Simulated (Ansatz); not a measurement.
**Reaction energy: levels of theory**

Subject: the reaction energy. Reaction: Ti (hcp) + C (diamond) → TiC (rock salt). The sign is products less reactants.

TiC (rock salt, Fm-3m), 2 atoms in the cell; spin state with PBE: run without spin. Conventional cell: a = b = c = 4.3328 Å, α = β = γ = 90.00°.

C (diamond, Fd-3m), 2 atoms in the cell. Conventional cell: a = b = c = 3.5716 Å, α = β = γ = 90.00°.

Method: Ansatz (a program for electronic structure), PAW, neutral cells at 0 K with nuclei at rest, on structures from PBE. Ansatz runs with its default PAW set. Other levels take these structures, unless marked own geometry. The lattices are those relaxed with PBE, so at other levels the solids can be strained, which adds to the spread. A dispersion term (D3(BJ), or D4 for r2SCAN) was computed beside these levels and is taken off wherever the name lacks it.

```csv
Level,value (eV)
PBE,-1.80
PBE+D3(BJ),-1.90
LDA,-1.89
PBEsol,-1.86
RPBE,…
r2SCAN+D4,-2.14
r2SCAN (own geometry),…
```

Question: Fill in the missing entries.

Answer: 
- RPBE, value (eV): -1.77
- r2SCAN (own geometry), value (eV): -2.09

The levels span 0.37 eV, from r2SCAN+D4 (-2.14) to RPBE (-1.77).

Rough cost of one single point on Ti (hcp), against PBEsol's on the same shared machine and with each level's own mesh and cutoff: r2SCAN within a factor of 2.
